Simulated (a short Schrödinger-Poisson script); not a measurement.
# MOS inversion layer, Al2O3 on p-type InP

Stack: MOS inversion layer, Al2O3 on p-type InP, at 300 K.

```csv
layer,material,thickness (nm),Na (cm⁻³)
1,Al2O3,4.3,-
2,InP,880,2.9e17
```

Constants are typed, rounded textbook-type inputs, not results; the design itself was drawn at random and stands for no fabricated device. Al2O3: permittivity 9, conduction-band edge (eV) 3.03, gap (eV) 6.8, electron mass (mₑ) 0.3. InP: permittivity 12.5, conduction-band edge (eV) 0, gap (eV) 1.344, Nv at 300 K (cm⁻³) 1.1e19.

Channel valleys (confinement mass, in-plane density-of-states mass, number): Γ 0.08, 0.08, 1. At the gate the conduction-band edge of layer 1 lies 3.13 eV − eVg above the Fermi level of the channel; the field vanishes at the back. Gaps are held at their typed values at every temperature. Mesh 0.03 nm at interfaces.

Solved with a short Schrödinger-Poisson script written for these runs: 1D Poisson equation in equilibrium, electrons quantum, Hartree (BenDaniel-Duke, 12 states a valley, the channel's in-plane mass for all, wave functions ending at the dielectric), parabolic valleys, classical holes, full ionisation, no traps, pinning or gate leakage.

```csv
Vg (V),electrons (cm⁻²),C (μF/cm²),Γ E0 (meV),Γ E1 (meV)
0.1,1.24e6,0.144,348.0,470.5
0.2,3.62e7,0.139,260.8,387.3
0.3,1.07e9,0.139,173.1,303.4
0.4,2.85e10,0.253,87.9,221.8
0.5,2.70e11,0.697,26.1,164.1
0.6,7.59e11,0.916,-8.6,133.8
0.7,1.34e12,0.998,-33.7,113.3
0.8,1.97e12,1.04,-55.4,96.1
0.9,2.61e12,1.06,-75.7,80.4
1,3.27e12,1.08,-95.2,65.6
```

Gate voltages with under 1e6 electrons/cm² are left out.

Subbands count from the Fermi level.

Above a few 1e12 electrons/cm² a light Γ valley is non-parabolic and upper valleys begin to fill, which the model leaves out.
